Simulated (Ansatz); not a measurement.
Ga2O3 under a change: uniaxial strain ε_zz = +2.25 %

Base system: Ga$_{2}$O$_{3}$ in the corundum structure (space group R-3c, No. 167; a = 5.000 Å, c = 13.449 Å (hexagonal axes)). Axes: x lies along a and z along c of the hexagonal cell.

One thing is altered: the cell is stretched by 2.25 % along z with no lateral relaxation, atoms relaxed at fixed cell.

Method: Ansatz (a program for electronic structure) PBEsol, spin-orbit coupling left out. Settings: 8×8×8 k-points, 0.05 eV Fermi–Dirac smearing.

The shortest interatomic distance rises by 0.012 Å to 1.943 Å and the energy rises by 5.2 meV/atom. The pressure (mean of the normal stresses, compression positive) goes from zero to -4.30 GPa and the band gap falls by 0.22 eV (2.70 eV → 2.48 eV). The gap character stays indirect, Γ–S₀ (50 % along) → Γ and the smallest direct gap drops by 0.26 eV (2.95 eV → 2.69 eV). The electron mass becomes 0.21 mₑ (at Γ) (base: 0.22 mₑ (at Γ)) and the stress (xx, yy, zz, yz, xz, xy; compression positive) amounts to (-2.69, -2.69, -7.51, 0.00, 0.00, 0.00) GPa.

Final structure:

```
Ga2O3
1.0
    2.50017     1.44347     4.58379
   -2.50017     1.44347     4.58379
    0.00000    -2.88695     4.58379
Ga O
4 6
Direct
  0.64513   0.64513   0.64513
  0.14513   0.14513   0.14513
  0.35487   0.35487   0.35487
  0.85487   0.85487   0.85487
  0.75000   0.44690   0.05310
  0.05310   0.75000   0.44690
  0.25000   0.55310   0.94690
  0.55310   0.94690   0.25000
  0.94690   0.25000   0.55310
  0.44690   0.05310   0.75000
```

Effective masses come from finite differences of ±0.01 Å⁻¹. Stability against distortions was not tested.
